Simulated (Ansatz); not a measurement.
## Sn, pressure series

Take Sn (space group I4_1/amd, No. 141) as the base.

```
CELL_PARAMETERS angstrom
     -2.91645     2.91645     1.57904
      2.91645    -2.91645     1.57904
      2.91645     2.91645    -1.57904
ATOMIC_POSITIONS crystal
  Sn 0.75000 0.25000 0.50000
  Sn 0.00000 0.00000 0.00000
```

Cell and atoms are relaxed at each pressure.

Level of theory: DFT with PBEsol, PAW potentials and a 420 eV plane-wave cutoff in Ansatz (a first-principles code), no spin-orbit coupling.

```json
[
 {"P (GPa)": "-2.01", "V (Å³/atom)": "27.951"},
 {"P (GPa)": "-1.01", "V (Å³/atom)": "27.381"},
 {"P (GPa)": "1.80", "V (Å³/atom)": "26.073"},
 {"P (GPa)": "4.20", "V (Å³/atom)": "25.195"},
 {"P (GPa)": "9.00", "V (Å³/atom)": "23.830"},
 {"P (GPa)": "18.00", "V (Å³/atom)": "22.039"},
 {"P (GPa)": "30.01", "V (Å³/atom)": "20.410"},
 {"P (GPa)": "45.00", "V (Å³/atom)": "18.998"},
 {"P (GPa)": "60.00", "V (Å³/atom)": "17.957"}
]
```

Problem. Fit a third-order Birch–Murnaghan equation of state.

Solution. Least squares on P(V) = (3B₀/2)[(V₀/V)^(7/3) − (V₀/V)^(5/3)]·[1 + (3/4)(B₀′ − 4)((V₀/V)^(2/3) − 1)] gives V₀ = 26.87 Å³/atom, B₀ = 56 GPa and B₀′ = 4.8.

Measured bulk modulus of Sn: 57.037 GPa (temperature not stated; as listed in Tao Chen et al., Physical Review Materials (2023)); the computed value is for a static lattice, so the two differ by thermal effects too.

Load acts through the strain it causes; cell and atoms are relaxed under it. Whether these cells are dynamically stable was not tested. Measured, Sn leaves this structure (for a body-centred tetragonal phase) near 8 GPa (temperature not stated; as listed in Olga Degtyareva, NATO science for peace and security series. B, Physics and biophysics (2010)).
